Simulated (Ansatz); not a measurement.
Start from Rh in the fcc (Cu type) structure (space group Fm-3m, No. 225; a = 3.802 Å; relaxed with 0.1 eV smearing).

Level of theory: r2SCAN (Ansatz, a program for electronic structure, PAW, no spin-orbit coupling), earlier PAW set.

Base values:

- Pressure = 0.0 GPa

Modification: an isotropic linear strain of −3.78 %, atoms relaxed at fixed cell.

Q: Predict the new pressure and energy relative to the base.

A: The pressure goes from zero to 43.5 GPa; the energy goes up by 181 meV/atom.

Whether these cells are dynamically stable was not tested. The final runs are not spin-polarised.
